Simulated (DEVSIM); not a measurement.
**abrupt GaAs p-n junction**

System: abrupt GaAs p-n junction, at 250 K.

```csv
layer (left to right),material,thickness (μm),Nd (cm⁻³),Na (cm⁻³),τn (s),τp (s)
1,GaAs,1.20,-,3e15,1e-7,1e-7
2,GaAs,1.90,1.4e17,-,1e-7,1e-7
```

Left contact: ohmic. Right contact: ohmic. Voltage is applied to the left contact. Recombination: SRH at mid-gap, Auger. Mobility is constant in doping.

Constants are typed, rounded textbook-type inputs, not results; the design itself was drawn at random and stands for no fabricated device. Values at 300 K; Nc and Nv go as T^1.5, mobilities as T to minus their exponent, the gap by Varshni's rule with the affinity fixed.

| parameter | GaAs |
|---|---|
| gap (eV) | 1.424 |
| affinity (eV) | 4.07 |
| permittivity | 12.9 |
| Nc (cm⁻³) | 4.7e17 |
| Nv (cm⁻³) | 9e18 |
| μn (cm²/Vs) | 8500 |
| μp (cm²/Vs) | 400 |
| T exponent of μn | 2.1 |
| T exponent of μp | 2.2 |
| Cn (cm⁶/s) | 1e-30 |
| Cp (cm⁶/s) | 1e-30 |
| Varshni α (eV/K) | 0.000541 |
| Varshni β (K) | 204 |

Model (solved in DEVSIM): 1D drift-diffusion, Boltzmann statistics, complete ionisation; no tunnelling, impact ionisation, image-force lowering or self-heating.

```yaml
potential_step_across_the_device_at_zero_bias: 1.259 V
largest_field_in_the_device_at_zero_bias: 33000 V/cm
Dark forward voltage at 1 A/cm²: 1.020 V
Dark forward voltage at 100 A/cm²: 1.124 V
```

Small-signal capacitance in reverse bias (quasi-static):

```
V (V)  C (nF/cm²)
-----  ----------
-0.4         12.9
-1           11.0
-2           9.52
-3           9.30
-4           9.26
-6           9.19
-8           9.13
-10          9.07
-13          8.99
-16          8.90
-20          8.79
```

Dark forward current:

(V (V), J (A/cm²)): (0.05, 2.6e-14); (0.10, 1.0e-13); (0.15, 3.5e-13); (0.20, 1.2e-12); (0.25, 3.9e-12); (0.30, 1.3e-11); (0.35, 4.2e-11); (0.40, 1.4e-10); (0.45, 4.6e-10); (0.50, 1.6e-9); (0.55, 5.5e-9); (0.60, 2.1e-8); (0.65, 1.0e-7); (0.70, 6.4e-7); (0.75, 5.1e-6); (0.80, 4.6e-5); (0.85, 0.00043); (0.90, 0.0042); (0.95, 0.041); (1.00, 0.40); (1.05, 3.9); (1.10, 37); (1.15, 310); (1.20, 1900); (1.25, 7600)
